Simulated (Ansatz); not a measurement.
The parent structure is MgS in the rock salt structure (space group Fm-3m, No. 225; a = 5.2030 Å).

Method: r2SCAN (Ansatz, an electronic-structure program; PAW; 500 eV plane waves; no spin-orbit coupling).

Before the change:

- Hole mass: 0.28, 0.93, 0.93 mₑ (at Γ)
- Electron mass: 0.53 mₑ along k, 0.31 mₑ across (at X)
- Gap character: indirect, Γ → X

One thing is altered: the cell is scaled by 0.9900 in all directions; the atoms relax in the strained cell.

### Question
What happens to the hole mass?

### Answer
The hole mass (degenerate bands, along [100]) changes from 0.28, 0.93, 0.93 mₑ (at Γ) to 0.28, 0.90, 0.90 mₑ (at Γ).

### Question
Estimate the effect on the mean gap deformation potential ΔEg/Δln V.

### Answer
The mean gap deformation potential ΔEg/Δln V is -2.1 eV.

### Question
Estimate the effect on the electron mass.

### Answer
The electron mass goes from 0.53 mₑ along k, 0.31 mₑ across (at X) to 0.53 mₑ along k, 0.30 mₑ across (at X).

### Question
What does the calculation give for the gap character after the change?

### Answer
The gap character is still indirect, Γ → X.

Effective masses come from finite differences of ±0.01 Å⁻¹. Along k means along the line from Γ to the band edge. No phonon test of stability was made.
